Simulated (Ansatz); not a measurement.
Cr on the Mg site (Cr_Mg) in rock-salt MgO (start: the Mg site; 64-site cell, 2×2×2 shifted sampling). Method: PBE, PAW (plane waves to 420 eV; Ansatz, a first-principles code). Total energies of the localised charge states, counted from that of charge +2, and their image corrections (point charge with alignment); the host's valence-band maximum lies at 7.775 eV on the cells' energy zero and its gap is 4.46 eV.

```tsv
charge	moment (μB)	E − E(first) (eV)	correction (eV)
+2	2.0	0.000	1.055
+1	3.0	8.838	0.332
0	4.0	20.603	0.000
```

**Question.** Derive the transition levels above the valence-band maximum and say which of them are thermodynamic.

**Answer.** A level is the Fermi energy at which two charges have equal formation energy: ε(q/q′) = [E(q′) + corr(q′) − E(q) − corr(q)] / (q − q′) − E_VBM.
ε(+2/+1) = [(8.838 + 0.332) − (0.000 + 1.055)] / 1 − 7.775 = 0.34 eV
ε(+1/0) = [(20.603 + 0.000) − (8.838 + 0.332)] / 1 − 7.775 = 3.66 eV
Thermodynamic levels at least 0.1 eV inside the gap: (+2/+1) at 0.34 eV; (+1/0) at 3.66 eV. Corrections reach 1.05 eV, so the outer levels may be off by several tenths of an eV. Only the charges listed were compared. Charge −1 has its level within 0.1 eV of a band edge or past it.
